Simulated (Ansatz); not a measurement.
End structure of the (110) surface of bcc Na in its 1x1 cell, outermost plane spacing 2.97 Å in the ideal cut:

```
CELL_PARAMETERS angstrom
      3.63731     0.00000     0.00000
     -1.21244     3.42929     0.00000
      0.00000     0.00000    28.00000
ATOMIC_POSITIONS crystal
  Na 0.50000 0.50000 0.29020
  Na 0.00000 0.00000 0.39407
  Na 0.50000 0.50000 0.50000
  Na 0.00000 0.00000 0.60593
  Na 0.50000 0.50000 0.70980
```

Model: 5-atom slab, 11.9 Å thick at the start, 11x11x1 mesh, Fermi-Dirac 0.1 eV, dipole correction, all atoms relaxed; held to the start's symmetry, so lower structures may exist; no spin, no spin-orbit, no U.

What surface energy (mean of both faces) does PBE (Ansatz, a program for electronic structure) give?

0.21 J/m²

Give the work function of the top face at the level PBE.

2.84 eV
